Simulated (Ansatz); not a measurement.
# What pressure 0.7 GPa does to C

Consider C in the graphite type structure (space group P6_3/mmc, No. 194; a = 2.465 Å, c = 6.729 Å; layered, stacked along the Cartesian z axis).

It is then changed as follows: cell and atoms relaxed at a pressure of 0.7 GPa.

The values are results of PBE-D3(BJ)/PAW in Ansatz (an electronic-structure program), without spin-orbit coupling, earlier PAW set, not measurements. Γ-centred 15×15×5 mesh, Fermi–Dirac width 0.05 eV.

- Density = 2.30 g/cm³ (base 2.25 g/cm³)
- Lattice parameter a = 246.4 pm (base 246.5 pm)
- c/a ratio = 2.682 (base 2.730)
- Shortest interatomic distance = 142.2 pm (base 142.3 pm)
- Enthalpy H = E + PV relative to the base's energy = +0.04 eV/atom
- Band gap = zero (base zero)

Cost of the whole job for the changed cell (relaxation, final SCF and bands): about 24 core-seconds (a rough figure).

A case with no gap was solved on a k-mesh chosen for an insulator, which is coarse for it. Load acts through the strain it causes; cell and atoms are relaxed under it. Whether these cells are dynamically stable was not tested.
